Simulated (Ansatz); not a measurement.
Data:

End structure of a constructed model of the (111) surface of fcc Rh, a layer of Pd in place of the third plane (bottom of the slab: a bare face, its two planes held):

```yaml
crystal:
  lattice:
    - [2.70822, 0.00000, 0.00000]
    - [-1.35411, 2.34539, 0.00000]
    - [0.00000, 0.00000, 27.50000]
  atoms:
    - { symbol: Rh, position: [0.33333, 0.66667, 0.29963] }
    - { symbol: Rh, position: [0.66667, 0.33333, 0.38004] }
    - { symbol: Rh, position: [0.00000, 0.00000, 0.45877] }
    - { symbol: Pd, position: [0.33333, 0.66667, 0.54239] }
    - { symbol: Rh, position: [0.66667, 0.33333, 0.62557] }
    - { symbol: Rh, position: [0.00000, 0.00000, 0.70376] }
```

Model: 6-atom slab, 11.0 Å thick at the start with caps and adatoms (thin: gaps and levels are the slab's own), 16x16x1 mesh, Fermi-Dirac 0.1 eV, dipole correction, 2 atoms held, the rest relaxed; held to the start's symmetry, so lower structures may exist; no spin, no spin-orbit, no U. In PBE it is, or lies within 0.01 eV a 1x1 cell of, the lowest of the 2 structures of its composition computed so far; subsurface sites and larger cells were not tried.

Question: Give the work function of the top face at the level PBE in Ansatz (a first-principles code).

Answer: 5.17 eV
